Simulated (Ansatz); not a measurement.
Defect: interstitial Na in rock-salt NaCl, charge state +1. Level of theory: PBE, PAW (plane waves to 420 eV; Ansatz, a program for electronic structure).

64-site cell at the relaxed PBE lattice, the Γ point alone, smearing 0.01 eV, spin-restricted, no finite-size correction. Static, classical nuclei. The charge state is imposed; whether it is stable for some Fermi level was not computed. Sites that were not tried may lie lower.

Barriers: single points on a 2×2×2 k-point mesh shifted by half a step at the bands' geometries.

A. several atoms move together, Na the farthest; the atom moves 2.00 Å along (-0.20, 0.20, 0.20) of the unit cell; the moving atom starts with neighbours 3 Cl at 2.65, Cl at 3.16, 2 Cl at 3.17; Na at 2.93 Å and ends with 4 Cl at 2.52; 4 Na at 2.93 Å; saddle order not checked, on a symmetry element.
B. several atoms move together, Na the farthest; the atom moves 2.83 Å along (0.00, 0.50, 0.00) of the unit cell; the moving atom starts with neighbours 4 Cl at 2.52; 4 Na at 2.93 Å and ends with 4 Cl at 2.52; 4 Na at 2.93 Å; saddle order not checked, on a symmetry element.

A band can be held on a symmetry element, so unchecked saddle points there may be too high.

### Question
Put the candidates in order of forward barrier, lowest first, for PBE, PAW.

### Answer
A (0.24 eV), B (0.45 eV)
